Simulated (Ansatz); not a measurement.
The starting structures come from a database of crystals and need not be the phases stable at ambient conditions.

Consider the following.

```
CELL_PARAMETERS angstrom
      4.12963     0.00000     0.00000
      0.00000     6.97661     0.00000
      0.00000     0.00000     4.12963
ATOMIC_POSITIONS crystal
  Sr 0.50000 0.20050 0.00000
  Sr 0.00000 0.79950 0.50000
  Cl 0.00000 0.35510 0.50000
  Cl 0.50000 0.64490 0.00000
  F  0.50000 0.00000 0.50000
  F  0.00000 0.00000 0.00000
```

Space group of this cell: P4/nmm. The cell is taken as given; by PBEsol its mean pressure is -1.6 GPa.

Transport runs along the normal of the first two printed cell vectors, the (100) plane of the conventional cell.

The gap is the functional's own, uncorrected, and κ follows it; spin-orbit coupling is left out. Mid-gap values are interpolated between the computed energies.

Question: Give the band gap and the smallest decay constant κ at mid-gap that PBEsol (Ansatz, a quantum-chemistry and plane-wave program) yields.

Answer: Gap 5.77 eV on a 8×6×8 mesh; κ = 0.393 1/Å, at the zone centre.
